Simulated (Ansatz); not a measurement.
The starting structures come from a database of crystals and need not be the phases stable at ambient conditions.

The decay constant κ of evanescent states in the gap governs leakage through a thin film.

Here is the system:

```yaml
crystal:
  lattice:
    - [5.85337, 0.00000, 0.00000]
    - [0.57349, 5.82521, 0.00000]
    - [2.63994, -2.91260, 3.93097]
  atoms:
    - { symbol: Si, position: [0.25000, 0.25000, 0.50000] }
    - { symbol: Si, position: [0.00000, 0.00000, 0.00000] }
    - { symbol: S, position: [0.90799, 0.34201, 0.46701] }
    - { symbol: S, position: [0.12500, 0.62500, 0.96701] }
    - { symbol: S, position: [0.34201, 0.90799, 0.53299] }
    - { symbol: S, position: [0.62500, 0.12500, 0.03299] }
```

Space group of this cell: I-42d. The cell is taken as given.

Transport runs along the normal of the first two printed cell vectors, the (110) plane of the conventional cell.

The gap is the functional's own, uncorrected, and κ follows it; spin-orbit coupling is left out. Mid-gap values are interpolated between the computed energies.

Question: Predict the band gap and the smallest decay constant κ at mid-gap from Ansatz (a quantum-chemistry and plane-wave program) with r2SCAN.

Answer: Gap 3.57 eV on a 8×8×8 mesh; κ = 0.321 1/Å, at the zone centre.
